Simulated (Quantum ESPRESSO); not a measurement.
A user runs Quantum ESPRESSO on VRe (Cm, 2 atoms in the cell) and asks whether the run is sound. The aim is a self-consistent single point with DFT, LDA (PZ), plane waves, GBRV 1.5 ultrasoft (LDA) pseudopotentials.

Cell that was meant: a = 2.6601 Å, b = 2.6601 Å, c = 4.2306 Å, α = 90.00°, β = 90.00°, γ = 110.57°.

Part of the input:

```fortran
   degauss = 0.0073499
/
&ELECTRONS
   conv_thr = 1.0d-1
   mixing_beta = 0.3
/
ATOMIC_SPECIES
```

Output (repeated stretches shortened):

```
     G-vector sticks info
     --------------------
     sticks:   dense  smooth     PW     G-vecs:    dense   smooth      PW
   [... lines left out ...]
         2        Re     tau(   2) = (   0.0000290  -0.0069617   0.0005980  )

     number of k points=   424  Fermi-Dirac smearing, width (Ry)=  0.0073

     Number of k-points >= 100: set verbosity='high' to print them.

     Dense  grid:    25487 G-vectors     FFT dimensions: (  32,  32,  54)

     Smooth grid:     9033 G-vectors     FFT dimensions: (  24,  24,  36)

     Initial potential from superposition of free atoms

     starting charge      27.4989, renormalised to      28.0000

     negative rho (up, down):  1.346E-01 0.000E+00
     Self-consistent Calculation

     iteration #  1     ecut=    50.00 Ry     beta= 0.30

     negative rho (up, down):  1.359E-01 0.000E+00

     total energy              =    -335.70550275 Ry
     estimated scf accuracy    <       0.64849013 Ry

     iteration #  2     ecut=    50.00 Ry     beta= 0.30

     negative rho (up, down):  1.382E-01 0.000E+00

     total energy              =    -335.68865749 Ry
     estimated scf accuracy    <       1.63295093 Ry

     iteration #  3     ecut=    50.00 Ry     beta= 0.30

     negative rho (up, down):  1.422E-01 0.000E+00
     End of self-consistent calculation

     Number of k-points >= 100: set verbosity='high' to print the bands.

     the Fermi energy is    21.3612 ev

!    total energy              =    -335.81120116 Ry
     estimated scf accuracy    <       0.05633293 Ry
     smearing contrib. (-TS)   =      -0.00309295 Ry
     internal energy E=F+TS    =    -335.80810821 Ry

     convergence has been achieved in   3 iterations

     negative rho (up, down):  1.422E-01 0.000E+00

     Forces acting on atoms (cartesian axes, Ry/au):

     atom    1 type  1   force =    -0.00033440   -0.01050801    0.00164249
     atom    2 type  2   force =     0.00033440    0.01050801   -0.00164249

     Total force =     0.015048     Total SCF correction =     0.002790
   [... lines left out ...]

     negative rho (up, down):  1.422E-01 0.000E+00
          total   stress  (Ry/bohr**3)                   (kbar)     P=    -1759.94
  -0.01242460   0.00000118   0.00000012        -1827.72        0.17        0.02
   0.00000118  -0.01250803  -0.00000865            0.17    -1840.00       -1.27
   0.00000012  -0.00000865  -0.01095883            0.02       -1.27    -1612.10

   JOB DONE.
```

Q: Is anything amiss in this input, and did it matter?

A: The run is not sound. The fault is a convergence threshold that is too loose. A loop that stops early leaves an energy error of second order in the density error, but errors of first order in forces and stress. To fix it, tighten the threshold. The run converged in 3 iterations without an error; against the sound input the free energy goes up by 233 meV/atom, the pressure goes from -11.86 to -176.0 GPa and the largest force goes from 0.261 to 0.274 eV/Å. The full log also holds: “SCF correction compared to forces is large: reduce conv_thr to get better values”.

The sound input it was made from differs as follows (other fixes are possible):
```diff
-   conv_thr = 1.0d-1
+   conv_thr = 1.0d-10
```

With that input, the run converged in 13 iterations: free energy E − TS -4569.4097 eV; Fermi level (on the code's own zero) 20.93 eV; pressure -11.86 GPa; largest force (vector length) 0.261 eV/Å (DFT, LDA (PZ), plane waves, GBRV 1.5 ultrasoft (LDA) pseudopotentials).

On the sound input: the starting cell comes from a database of computed structures (which also holds hypothetical and non-ambient phases and stackings), without a prior relaxation at this level. Its atoms were displaced at random from the sites of space group no. 65. Spin polarisation is off. With a pressure of about -12 GPa the cell is away from its equilibrium volume at this level.
